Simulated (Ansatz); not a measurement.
YS (Fm-3m), PBEsol, DFPT electron-phonon coupling, linearised Boltzmann equation run with Ansatz (a program for electronic structure): phonon-limited resistivity 19.6 μΩ·cm at 300 K, current-weighted mean free path 5.2 nm, Drude plasma energy 6.89 eV.

**Question.** What Drude relaxation time do resistivity and plasma energy imply?

**Answer.** ω_p = 1.05e16 s⁻¹, so τ = 1/(ε₀ ω_p² ρ) = 5.26 fs, a damping ħ/τ of 125 meV.

**Question.** Estimate the resistivity of a 40 nm square wire with diffuse walls from ρ ≈ ρ₀(1 + 3ℓ/4d).

**Answer.** 1 + 0.75 × 5.2/40 = 1.10, so ρ ≈ 21.5 μΩ·cm and a line 1 μm long has 134 Ω. The formula is the free-electron limit for d well above ℓ; grain boundaries add to it.

**Question.** What is the classical skin depth at 100 GHz (nonmagnetic, μ₀ = 1.257×10⁻⁶ H/m)?

**Answer.** δ = √(ρ/(π f μ₀)) = 705 nm.

A metal at this level (no band gap). Only scattering by harmonic phonons is included (no impurities, grain boundaries, electron-electron scattering or thermal expansion). Spin-orbit coupling is left out. The squared frequency of the phonon mode least converged on the k mesh is uncertain by about 39 %. Halving the electron mesh (28x28x28) moves the resistivity by up to 5 % at 300 K, the mean free path by up to 2 %. Smearing 0.20 eV; phonons on a 4x4x4 q mesh, which this run doesn't test.

Formula and space group known from diffraction (Crystallography Open Database), not checked to be the room-temperature form: YS (Fm-3m).
